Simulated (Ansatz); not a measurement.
The starting structures come from a database of crystals and need not be the phases stable at ambient conditions.

Inside the gap of an insulator the Bloch states are evanescent, with a wavenumber k + iκ along the transport direction.

Input:

```yaml
crystal:
  lattice:
    - [6.99444, 0.00000, 0.00517]
    - [0.00000, 8.47899, 0.00000]
    - [2.59398, 4.23949, 7.52028]
  atoms:
    - { symbol: Hf, position: [0.75000, 0.12341, 0.00000] }
    - { symbol: Hf, position: [0.25000, 0.87659, 0.00000] }
    - { symbol: Tl, position: [0.72797, 0.62150, 0.50455] }
    - { symbol: Tl, position: [0.27203, 0.37850, 0.49545] }
    - { symbol: Tl, position: [0.77203, 0.12605, 0.49545] }
    - { symbol: Tl, position: [0.22797, 0.87395, 0.50455] }
    - { symbol: Pb, position: [0.75000, 0.62347, 0.00000] }
    - { symbol: Pb, position: [0.25000, 0.37653, 0.00000] }
    - { symbol: Se, position: [0.50424, 0.20205, 0.80093] }
    - { symbol: Se, position: [0.49576, 0.79795, 0.19907] }
    - { symbol: Se, position: [0.99576, 0.00298, 0.19907] }
    - { symbol: Se, position: [0.00424, 0.99702, 0.80093] }
    - { symbol: Se, position: [0.96681, 0.45178, 0.78173] }
    - { symbol: Se, position: [0.03319, 0.54822, 0.21827] }
    - { symbol: Se, position: [0.53319, 0.23352, 0.21827] }
    - { symbol: Se, position: [0.46681, 0.76648, 0.78173] }
```

Space group of this cell: C2/c. The cell was relaxed by PBE-D3(BJ); by r2SCAN its mean pressure is 1.0 GPa.

Transport runs along the normal of the first two printed cell vectors.

No gap correction and no spin-orbit coupling; mid-gap values are interpolated between computed energies.

Q: State the band gap and the smallest decay constant κ at mid-gap according to r2SCAN run with Ansatz (a quantum-chemistry and plane-wave program).

A: Gap 0.86 eV on a 6×4×4 mesh; κ = 0.138 1/Å, at the zone centre.
